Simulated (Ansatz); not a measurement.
**La2C (model structure, started from the Ca2N type, R-3m, No. 166, 3 atoms in the cell)**

The numbers are results of LDA (plane waves, PAW; Ansatz, a quantum-chemistry and plane-wave program), not measurements.

Settings: plane-wave cutoff 520 eV, 16×16×16 k mesh, Fermi–Dirac smearing 0.05 eV, scalar-relativistic PAW data made under PBE.

Cell (relaxed at this level):

```
La2C
1.0
    1.81154     1.04589     6.78673
   -1.81154     1.04589     6.78673
    0.00000    -2.09179     6.78673
La C
2 1
Direct
  0.73708   0.73708   0.73708
  0.26292   0.26292   0.26292
  0.00000   0.00000   0.00000
```

```yaml
band_gap: none
```

Note: the relaxation could raise the start's symmetry but not lower it, so the cell can be a saddle point.

Spin–orbit coupling is not included; it can open a gap where bands touch, and shift volumes and moduli.

Computed values are for the static lattice.

A model structure was made by putting elements into a prototype or built by hand; it is no filed structure, need not be a known phase, and can be a saddle point held by its symmetry.
